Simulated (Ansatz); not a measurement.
## Convergence study of the k-point mesh for a (001) slab of Mg (cut from a parent of space group no. 194; 4 atoms in the cell)

```yaml
crystal:
  lattice:
    - [3.20037, 0.00000, 0.00000]
    - [-1.60018, 2.77160, 0.00000]
    - [0.00000, 0.00000, 21.79160]
  atoms:
    - { symbol: Mg, position: [0.66667, 0.33333, 0.44041] }
    - { symbol: Mg, position: [0.33333, 0.66667, 0.32122] }
    - { symbol: Mg, position: [0.66667, 0.33333, 0.67878] }
    - { symbol: Mg, position: [0.33333, 0.66667, 0.55959] }
```

Level of theory: LDA (PW92), default PAW files made with PBE (plane waves; Ansatz, a program for electronic structure).

Base settings: basis.ecutwfc = 420 eV; kpoints.mp_grid.grid = 11 11 1; hamiltonian.xc = lda; hamiltonian.pseudopotentials = {kind: paw} (the program's default PAW files); scf.occupations.method = fermi_dirac; scf.occupations.width = 0.1 eV.

Only quantities that move along the ladder and can be compared are tabulated.

The count of work is k-points × plane waves × bands × iterations; it is no time. 

The starting cell has typed, rounded lattice constants, without a prior relaxation at this level. The slab is cut from that crystal, and its faces are unrelaxed. Its lattice was rescaled by up to half a per cent.

| kpoints.mp_grid.grid | free energy less the last step's (meV/atom) | largest difference of a force vector from the last step's (eV/Å) | count of work / last |
|---|---|---|---|
| 2 2 1 | 464.06 | 1.130 | 0.033 |
| 3 3 1 | 116.23 | 0.230 | 0.044 |
| 4 4 1 | -55.26 | 0.107 | 0.051 |
| 5 5 1 | 11.50 | 0.208 | 0.064 |
| 6 6 1 | 10.46 | 0.148 | 0.090 |
| 7 7 1 | -2.35 | 0.071 | 0.088 |
| 9 9 1 | 10.38 | 0.068 | 0.13 |
| 10 10 1 | -5.72 | 0.050 | 0.15 |
| 11 11 1 | 1.45 | 0.027 | 0.18 |
| 12 12 1 | 1.84 | 0.009 | 0.21 |
| 14 14 1 | 0.28 | 0.005 | 0.26 |
| 16 16 1 | 1.39 | 0.019 | 0.33 |
| 19 19 1 | 0.69 | 0.012 | 0.44 |
| 22 22 1 | 0.49 | 0.002 | 0.57 |
| 26 26 1 | -0.17 | 0.007 | 0.77 |
| 30 30 1 | 0.00 | 0.000 | 1.0 |

Coarsest kpoints.mp_grid.grid that holds the free energy within 5 meV/atom of the last step, with all finer ones: 11 11 1, at 0.18 of the last step's count of work; the step before is off by 5.7 meV/atom.

Coarsest kpoints.mp_grid.grid that holds the forces within 0.01 eV/Å: not settled: the last two steps still differ by 0.007 eV/Å, over half the tolerance, so the ladder does not show it.

Keys are those of Ansatz 0.2.
